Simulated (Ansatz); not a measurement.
Partial pair distribution functions of a relaxed model of amorphous Zr20O45P2, broadened by 0.06 Å; density 4.96 g/cm³. These are PBE, scalar-relativistic without spin-orbit coupling (plane waves to 420 eV, PAW; Ansatz, a program for electronic structure) values and carry that method's errors.

The cell was made by melting and quenching with the CHGNet potential and then relaxed with DFT. O atoms were pushed apart under 1.9 Å during the dynamics, to hinder bonds among them. The hot cell started wider than the set density and was brought back towards it in steps. It is the lowest in DFT energy of 2 quenches. It is a model cell: composition and starting density were chosen by hand, and all elements were melted together. No dispersion term was used. Its density started from a set value of 4.96 and ended at 4.96 g/cm³. The simulated quench (nominally 300 K/ps over its main leg) is rapid and tends to freeze in more defects than a deposited or slowly cooled glass has. Values belong to this one cell and scatter from quench to quench. The volume was held where the preparation left it and the shape relaxed, at a PBE pressure of -1.6 GPa (tension). Stress components on the final sampling reach 1.6 GPa.

| r (Å) | g Zr-O | g O-P | g Zr-Zr | g O-O |
|---|---|---|---|---|
| 1.30 | 0.00 | 0.01 | 0.00 | 0.00 |
| 1.40 | 0.00 | 1.06 | 0.00 | 0.00 |
| 1.50 | 0.00 | 12.23 | 0.00 | 0.00 |
| 1.60 | 0.00 | 11.44 | 0.00 | 0.00 |
| 1.70 | 0.00 | 0.94 | 0.00 | 0.00 |
| 1.80 | 0.02 | 0.01 | 0.00 | 0.00 |
| 1.90 | 0.73 | 0.00 | 0.00 | 0.00 |
| 2.00 | 4.50 | 0.00 | 0.00 | 0.00 |
| 2.10 | 7.11 | 0.00 | 0.00 | 0.00 |
| 2.20 | 4.58 | 0.00 | 0.00 | 0.00 |
| 2.30 | 2.32 | 0.00 | 0.00 | 0.03 |
| 2.40 | 0.65 | 0.00 | 0.00 | 0.37 |
| 2.50 | 0.44 | 0.00 | 0.00 | 1.57 |
| 2.60 | 0.38 | 0.00 | 0.00 | 2.52 |
| 2.70 | 0.23 | 0.00 | 0.00 | 2.12 |
| 2.80 | 0.15 | 0.00 | 0.00 | 2.21 |
| 2.90 | 0.22 | 0.00 | 0.00 | 2.18 |
| 3.00 | 0.19 | 0.02 | 0.00 | 1.65 |
| 3.10 | 0.18 | 0.57 | 0.15 | 1.20 |
| 3.20 | 0.23 | 0.98 | 1.02 | 1.42 |
| 3.30 | 0.31 | 1.43 | 2.01 | 1.29 |
| 3.40 | 0.47 | 1.76 | 3.21 | 0.93 |
| 3.50 | 0.70 | 1.25 | 3.07 | 0.73 |
| 3.60 | 0.65 | 1.08 | 2.52 | 0.74 |
| 3.70 | 0.73 | 1.40 | 2.38 | 0.84 |
| 3.80 | 1.01 | 1.49 | 3.10 | 0.78 |
| 3.90 | 0.91 | 0.75 | 2.68 | 0.65 |
| 4.00 | 0.93 | 0.76 | 1.46 | 0.98 |
| 4.10 | 1.28 | 1.35 | 0.67 | 0.98 |
| 4.20 | 1.55 | 1.07 | 0.63 | 0.86 |
| 4.30 | 1.66 | 1.82 | 0.40 | 1.00 |
| 4.40 | 1.57 | 2.12 | 0.42 | 0.82 |
| 4.50 | 1.43 | 1.23 | 0.77 | 0.62 |
| 4.60 | 1.46 | 0.96 | 0.50 | 0.59 |
| 4.70 | 1.38 | 0.78 | 0.32 | 0.65 |

Within 2.74 Å each Zr has 6.30 O neighbours on average.
